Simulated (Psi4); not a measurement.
Psi4 1.11, PBE0/def2-svp, scf_type pk: C[Si]1(C)C=N[SiH2]1, 15 atoms. The geometry is a generated start, not checked to be a minimum at this level.

| Item | Result |
|---|---|
| task | energy |
| method | pbe0 |
| basis | def2-svp |
| memory | 7 GB |
| e_convergence | 1e-08 |
| d_convergence | 1e-07 |
| guess | auto, which took SAD (default) |
| diis_max_vecs | 10 (default) |
| scf_initial_accelerator | adiis (default) |
| dft_radial_points | 75 (default) |
| dft_spherical_points | 302 (default) |
| basis functions | 137 |
| grid points | 318598 |

```xyz
15

C      0.9372     1.6563     0.2156
Si     0.1675     0.0025     0.1014
C      1.3142    -1.3526    -0.3335
C     -1.0887    -0.3853     1.3638
N     -2.2325    -0.4175     0.7548
Si    -1.7748    -0.0587    -0.8971
H      1.7361     1.6721     0.9640
H      0.2151     2.4289     0.4992
H      1.3814     1.9602    -0.7379
H      0.8107    -2.3243    -0.3682
H      1.7761    -1.1904    -1.3128
H      2.1256    -1.4365     0.3967
H     -0.9444    -0.5635     2.4396
H     -2.0575    -1.2262    -1.7674
H     -2.3659     1.2351    -1.3183
```
Charge 0, spin multiplicity 1.

The reference run uses exact four-centre integrals (scf_type = pk). One run each, on a shared machine, so no times are given.

Settings tried, all else as in the reference:
- scf_type = dfdirj+cosx, cosx_radial_points_final = 50, cosx_spherical_points_final = 194
- scf_type = cd, cholesky_tolerance = 1e-06
- scf_type = dfdirj+link
- scf_type = cd, cholesky_tolerance = 0.0001 (default)
- scf_type = cd, cholesky_tolerance = 0.001
- scf_type = cd, cholesky_tolerance = 0.01
- scf_type = dfdirj+cosx, cosx_radial_points_final = 25, cosx_spherical_points_final = 50
- scf_type = dfdirj+cosx
- scf_type = dfdirj+cosx, cosx_radial_points_final = 75, cosx_spherical_points_final = 302
- scf_type = mem_df
- scf_type = cd, cholesky_tolerance = 1e-05
- scf_type = dfdirj+snlink

Sort the settings: which keep to the reference within 1.0 meV/atom in energy, and which don't?

Within it: scf_type = cd, cholesky_tolerance = 1e-06; scf_type = cd, cholesky_tolerance = 1e-05; scf_type = mem_df; scf_type = dfdirj+cosx, cosx_radial_points_final = 75, cosx_spherical_points_final = 302; scf_type = dfdirj+cosx, cosx_radial_points_final = 50, cosx_spherical_points_final = 194; scf_type = dfdirj+link; scf_type = dfdirj+snlink; scf_type = dfdirj+cosx. Outside: scf_type = cd, cholesky_tolerance = 0.0001 (default); scf_type = cd, cholesky_tolerance = 0.001; scf_type = dfdirj+cosx, cosx_radial_points_final = 25, cosx_spherical_points_final = 50; scf_type = cd, cholesky_tolerance = 0.01.

| setting | energy against the reference |
|---|---|
| scf_type = cd, cholesky_tolerance = 1e-06 | −0.0022 meV/atom |
| scf_type = cd, cholesky_tolerance = 1e-05 | −0.11 meV/atom |
| scf_type = mem_df | −0.18 meV/atom |
| scf_type = dfdirj+cosx, cosx_radial_points_final = 75, cosx_spherical_points_final = 302 | −0.27 meV/atom |
| scf_type = dfdirj+cosx, cosx_radial_points_final = 50, cosx_spherical_points_final = 194 | −0.27 meV/atom |
| scf_type = dfdirj+link | −0.29 meV/atom |
| scf_type = dfdirj+snlink | −0.30 meV/atom |
| scf_type = dfdirj+cosx | −0.34 meV/atom |
| scf_type = cd, cholesky_tolerance = 0.0001 (default) | −1.5 meV/atom |
| scf_type = cd, cholesky_tolerance = 0.001 | −5.0 meV/atom |
| scf_type = dfdirj+cosx, cosx_radial_points_final = 25, cosx_spherical_points_final = 50 | +9.1 meV/atom |
| scf_type = cd, cholesky_tolerance = 0.01 | +16 meV/atom |

Total energies are compared; such shifts often cancel in part in energy differences. The DFDIRJ builders fit J, which adds its shift to that of exchange. Psi4 runs the final COSX grid once, on the density of the start grid. Also tried and not ranked: scf_type = direct (same energy as a listed run). The tolerance is a choice made for this comparison.
